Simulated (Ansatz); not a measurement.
## A computed series for GaS: response to strain

The parent structure is GaS in the beta-GaS type structure (space group P6_3/mmc, No. 194; a = 3.5344 Å, c = 15.0412 Å; layered, stacked along the Cartesian z axis).

Strains are applied to the cell and any free atomic positions relax.

The values are results of PBEsol-D3(BJ) (Ansatz, a first-principles code), no spin-orbit coupling, earlier PAW set, not measurements.

Notes on the quantities. pressure: mean of the normal stresses, compression positive.

```json
[
 {"isotropic strain (%)": "-5.24", "pressure (GPa)": "11.4"},
 {"isotropic strain (%)": "-5.1", "pressure (GPa)": "?"},
 {"isotropic strain (%)": "-2.72", "pressure (GPa)": "4.8"},
 {"isotropic strain (%)": "-0.65", "pressure (GPa)": "1.0"},
 {"isotropic strain (%)": "0", "pressure (GPa)": "0.0"}
]
```

Task: Fit P = P₀ − Bδ + Cδ² with δ = (1 + ε)³ − 1 to the rows shown and predict the withheld row.

Result: Least squares on the printed values gives P₀ = 0.0 GPa, B = 42.2 GPa (at held cell shape), C = 227 GPa (largest residual 0.1 GPa); this predicts 11.0 GPa, and the run gives 11.0 GPa, in agreement.

Whether these cells are dynamically stable was not tested.
